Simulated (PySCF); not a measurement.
PySCF 2.14.0, B3LYP/def2-tzvp, df: Sn(I)2 ([I][Sn][I]), 3 atoms. The geometry is a generated start, not checked to be a minimum at this level.

```json
{
  "task": "energy",
  "method": "b3lyp",
  "basis": "def2-tzvp",
  "two_electron_scheme": "density fitting",
  "mol.max_memory": "3000 MB",
  "mf.max_cycle": "100",
  "mf.init_guess": "minao (default)",
  "mf.DIIS": "CDIIS (default)",
  "mf.conv_tol": "1e-09 (default)",
  "mf.grids.level": "3 (default)",
  "effective_core_potentials": "those of the basis set, past Kr",
  "basis_functions": "150",
  "grid_points": "65880"
}
```

```xyz
3

Sn     0.0324     0.0195     1.1265
I      1.0673    -1.8684    -0.5638
I     -1.0996     1.8489    -0.5626
```

One run each on 2 threads, 1 BLAS thread. Values of diis_space tried: 3, 5, 8 (default), 12, 20.

Q: Predict the course of the Fock builds along this series.

A: Fewest Fock builds, within one of each other: 8 (default) with 14, 12 with 14, 20 with 14. The count rises to 22 at 3. All converge to one solution.

```
diis_space   Fock builds            end
-----------  -----------  -------------
3                     22  same solution
5                     16  same solution
8 (default)           14  same solution
12                    14  same solution
20                    14  same solution
```
